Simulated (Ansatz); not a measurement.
Start from SnSe2 in the rutile structure (space group P4_2/mnm, No. 136; a hypothetical phase, not in the database extracts checked).

```
CELL_PARAMETERS angstrom
      6.48169     0.00000     0.00000
      0.00000     6.48169     0.00000
      0.00000     0.00000     3.97260
ATOMIC_POSITIONS crystal
  Sn 0.00000 0.00000 0.00000
  Sn 0.50000 0.50000 0.50000
  Se 0.30688 0.30688 0.00000
  Se 0.80688 0.19312 0.50000
  Se 0.19312 0.80688 0.50000
  Se 0.69312 0.69312 0.00000
```

Computed with plane-wave PAW DFT at the r2SCAN level (Ansatz, a first-principles code, 500 eV), no spin-orbit coupling.

Base values:

The c/a ratio is 0.613, the lattice parameter a is 6.482 Å and the band gap is zero.

It is then changed as follows: Ni takes the place of Sn on all its sites; the structure is relaxed again.

Tabulated Pauling electronegativity and covalent radius: Sn 1.96, 1.39 Å; Ni 1.91, 1.24 Å.

Estimate the effect on the c/a ratio, lattice parameter a and band gap.

The c/a ratio rises by 0.052, from 0.613 to 0.665; the lattice parameter a shrinks by 0.951 Å (6.482 Å → 5.531 Å); the band gap stays zero.

No phonon test of stability was made. As relaxed here, NiSe2 is a hypothetical phase, not in the database extracts checked. Starting moments died away, wholly or in part, for Sn → Ni; another magnetic solution may exist. All final runs are without spin polarisation. A zero or small gap of SnSe2 can be the functional's error rather than a property of the material.
